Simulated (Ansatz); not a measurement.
For ZrTa (model structure, Pm-3m, No. 221, 2 atoms in the cell), LDA (plane waves, PAW; Ansatz, an electronic-structure program) gives:

- equilibrium lattice constant a: 3.364 Å
- bulk modulus B0: 148 GPa
- cohesive energy: 8.31 eV/atom

What does PBE in Ansatz (plane waves, PAW) give for the same quantities?


- lattice constant a: 3.441 Å (grows by 2.3 %)
- bulk modulus: 131 GPa (decreases by 11 %)
- cohesive energy: 6.96 eV/atom (drops by 1.35 eV/atom)

Changes are worked out from the printed values.

Unless a cell is named, each level is at its own relaxed cell (LDA 19.03, PBE 20.37 Å³/atom).

Levels without +SOC leave out spin–orbit coupling, which shifts energies and cells of such heavy elements.

Caveats: the bulk modulus is −V dP/dV from two relaxed cells at ±2 % in volume (LDA, PBE). Ansatz's density-functional and Hartree–Fock values are scalar-relativistic unless marked +SOC, with PAW data made under PBE.

A model structure was made by putting elements into a prototype or built by hand; it is no filed structure, need not be a known phase, and can be a saddle point held by its symmetry.
